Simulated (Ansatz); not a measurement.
**Effect of 3 layers on WSe2**

The parent structure is WSe2 in the 2H-MoS2 type structure (space group P6_3/mmc, No. 194; a = 3.2305 Å, c = 12.4113 Å; layered, stacked along the Cartesian z axis).

One thing is altered: a free-standing slab of 3 layers (9 atoms, 3 a layer) is cut normal to the stacking axis, with 15 Å of vacuum and the in-plane cell relaxed.

Method: PBEsol-D3(BJ), PAW, 420 eV (Ansatz, a quantum-chemistry and plane-wave program; no spin-orbit coupling). k-mesh 12×12×1 (Γ-centred); smearing 0.05 eV (Fermi–Dirac), for the changed cell.

```csv
quantity,base,changed,shift
layer's space group (with vacuum),–,P-6m2 (No. 187),–
shortest interatomic distance,2.511 Å,2.512 Å,+0.001 Å
band gap,0.67 eV,0.90 eV,+0.224 eV
gap character,–,"indirect, Γ → K–Γ (45 % along)",–
smallest direct gap,1.65 eV,1.71 eV,+0.06 eV
"valence-band top at Γ (three highest levels, from the VBM)","0.00, -0.78, -1.48 eV","0.00, -0.27, -1.15 eV",–
excess energy per area of both faces (slab less bulk energy over the cell's area: twice a surface energy),–,1.00 J/m²,–
thickness between the outermost nuclei,–,15.78 Å,–
in-plane lattice parameter a,3.231 Å,3.234 Å,+0.0035 Å
```

The excess energy carries the mismatch between the slab's and the bulk's meshes. Spin-orbit coupling, missing from the scalar runs, can matter with W. Stability against distortions was not tested. Labels are those of the standard path for the cell's own space group.
